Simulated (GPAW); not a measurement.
Band structure of ZrN (Fm-3m, 2 atoms in the cell).

```xyz
2
Lattice="0.0000 2.2943 2.2943 2.2943 0.0000 2.2943 2.2943 2.2943 0.0000" Properties=species:S:1:pos:R:3 pbc="T T T"
Zr     2.2943     2.2943     2.2943
N      0.0000     0.0000     0.0000
```

Computed with LDA (Perdew-Wang 92), GPAW PAW datasets LDA (gpaw-data 1.0.1) (plane waves; GPAW 25.7.0).

Settings: mode = pw; ecut = 950 eV; xc = LDA; kpts = 10 10 10; mesh shift (steps) = 0 0 0; occupations.name = fermi-dirac; occupations.width = 0.136 eV; nbands = -6; convergence.density = 1e-05 e/electron; convergence.energy = 1e-05 eV/electron; symmetry.symmorphic = false; symmetry.tolerance = 0.0005; maxiter = 150; bandpath_npoints = 40.

The starting cell comes from a database of computed structures (which also holds hypothetical and non-ambient phases and stackings), without a prior relaxation at this level.

Levels in eV from the Fermi level, bands 5 to 12:
```tsv
point	5	6	7	8	9	10	11	12
Γ	-16.07	-2.66	-2.66	-2.66	-0.45	-0.45	-0.45	1.53
X	-15.48	-4.56	-3.50	-3.16	-3.16	3.32	4.51	4.51
W	-14.88	-5.44	-4.74	-4.74	0.99	0.99	4.52	4.64
K	-14.92	-5.51	-4.74	-4.46	-0.74	3.38	3.65	5.18
L	-13.80	-7.67	-5.69	-5.69	2.98	3.05	3.05	4.75
U	-14.92	-5.51	-4.74	-4.46	-0.74	3.38	3.65	5.18
```

Bands cross the Fermi level along this path, so the cell is metallic at this level.
